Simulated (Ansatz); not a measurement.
The starting structures come from a database of crystals and need not be the phases stable at ambient conditions.

Here is the system:

```
CuHgBrSe
1.0
    4.27927     0.00000     0.00000
    0.00000    13.83988    -0.25469
    0.00000    -6.71454     7.04541
Cu Hg Se Br
4 4 4 4
Direct
  0.00000   0.11295   0.33251
  0.00000   0.88705   0.66749
  0.00000   0.38705   0.60661
  0.00000   0.61295   0.39339
  0.50000   0.25000   0.03810
  0.50000   0.75000   0.96190
  0.50000   0.50000   0.00000
  0.50000   0.00000   0.50000
  0.50000   0.50651   0.26593
  0.50000   0.49349   0.73407
  0.50000   0.99349   0.75291
  0.50000   0.00651   0.24709
  0.00000   0.75000   0.73919
  0.00000   0.25000   0.26081
  0.00000   0.75000   0.29899
  0.00000   0.25000   0.70101
```

Space group of this cell: Pmma. The cell was relaxed by PBE-D3(BJ).

Transport runs along the normal of the first two printed cell vectors.

The gap is the functional's own. No spin-orbit coupling. Mid-gap values are interpolated on the energy grid.

### Question
Give the band gap and the smallest decay constant κ at mid-gap that r2SCAN in Ansatz (a quantum-chemistry and plane-wave program) yields.

### Answer
Gap 0.81 eV on a 8×6×6 mesh; κ = 0.172 1/Å, at the zone centre.
